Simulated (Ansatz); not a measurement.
A periodic model of amorphous Nb16O41H2:

```xyz
59
Lattice="9.4520 0.0000 0.0000 0.0000 9.4520 0.0000 0.0000 0.0000 9.4520" Properties=species:S:1:pos:R:3 pbc="T T T"
Nb     4.6810     3.3319     3.1618
Nb     5.0642     6.9280     4.6817
Nb     0.6598     6.0154     8.9676
Nb     3.2919     1.6973     6.3110
Nb     0.7335     2.5284     0.1097
Nb     0.9582     0.0133     5.2558
Nb     8.9789     5.8639     5.4396
Nb     7.4540     7.2534     2.8502
Nb     1.7902     5.8341     3.1941
Nb     4.4923     8.1189     8.2428
Nb     7.5638     0.6901     7.7492
Nb     6.0115     3.7844     6.1856
Nb     3.9983     1.4308     0.5375
Nb     7.8300     4.2854     1.6188
Nb     4.0796     4.5709     8.7062
Nb     0.7384     8.9667     1.7087
O      4.6378     6.4680     9.0368
O      1.7352     7.7851     2.6161
O      8.9182     1.1625     9.0525
O      5.8449     1.5429     0.0597
O      7.3659     6.9083     4.8388
O      5.3300     4.9925     4.7374
O      0.0398     3.1909     1.7401
O      4.7409     2.4708     4.8904
O      1.4659     1.6716     6.5808
O      5.7888     8.1179     3.3758
O      6.5707     3.4375     2.8579
O      8.5879     5.7980     0.5628
O      2.8988     0.3026     5.0445
O      7.2559     3.5055     0.1744
O      0.6893     7.6545     5.1698
O      2.4382     5.3755     8.3790
O      7.7968     4.3803     5.7192
O      8.2847     8.6232     1.8416
O      0.4127     0.5200     3.6050
O      2.7117     2.6973     9.1365
O      2.6469     8.0725     7.6480
O      4.1173     1.6741     2.3997
O      4.1011     0.7959     7.6749
O      4.8840     7.6433     6.3443
O      1.6352     5.5044     1.4118
O      5.8886     4.7834     7.7007
O      9.3015     6.3016     7.2719
O      6.4570     8.7263     8.1607
O      1.7779     0.9637     1.1193
O      4.0009     3.4951     6.9871
O      6.5456     5.8997     2.0409
O      3.3495     6.7198     4.0930
O      0.8608     7.8689     0.0964
O      4.5600     3.8331     0.9017
O      8.7020     0.1381     6.4281
O      3.1167     4.3216     3.2306
O      6.6816     2.0743     6.8430
O      9.0369     6.0210     3.2244
O      4.0557     9.0084     0.4797
O      1.0592     4.9466     4.8405
O      0.3691     3.9543     8.5469
H      1.9911     8.2363     8.3746
H      6.3643     2.4258     0.1980
```

Level of theory: PBE, scalar-relativistic without spin-orbit coupling (plane waves to 420 eV, PAW; Ansatz, a program for electronic structure).

It comes from a melt-quench run on a machine-learned potential (CHGNet), relaxed afterwards by DFT. O atoms were pushed apart under 1.9 Å during the dynamics, to hinder bonds among them. The hot cell started wider than the set density and was brought back towards it in steps. It is the lowest in DFT energy of 2 quenches. It is a model cell: composition and starting density were chosen by hand, and all elements were melted together. No dispersion term was used. Its density started from a set value of 4.22 and ended at 4.22 g/cm³. Cooling (nominally 440 K/ps over its main leg) ran many orders faster than in experiment, which tends to leave more defects and strain. Values belong to this one cell and scatter from quench to quench. The volume was held where the preparation left it, at a PBE pressure of 1.6 GPa. Stress components on the final sampling reach 3.1 GPa. On a 2×2×2 Γ-centred mesh force components of up to 0.12 eV/Å stay, since the relaxation ran on the zone centre alone.

Cut-offs for bonds: Nb-Nb 3.12 Å, Nb-O 2.66 Å, Nb-H 2.15 Å, O-O 1.58 Å, O-H 1.16 Å, H-H 0.90 Å. Two cations that share two anions don't count as bonded, nor two that share one unless they lie closer than Nb-Nb 3.04 Å.

Question: Give the coordination numbers, mean bond lengths and angles.

Answer: 
```json
{
 "Mean coordination of Nb by anions": "5.62 (7 with 5, 8 with 6, 1 with 7)",
 "Mean coordination of O": "2.24 (1 with 1, 30 with 2, 9 with 3, 1 with 4)",
 "Mean coordination of H": "1.00 (2 with 1)",
 "Mean Nb-O bond": "2.012 Å (spread 0.183 Å, 90 counted)",
 "Mean O-H bond": "1.013 Å (spread 0.021 Å, 2 counted)",
 "Bond angle at Nb": "mean 104.4°, spread 28.2°",
 "Bond angle at O": "mean 125.0°, spread 22.2°"
}
```

Question: List the pairs of like atoms that count as bonded by the rules above.

Answer: There are none by these rules.
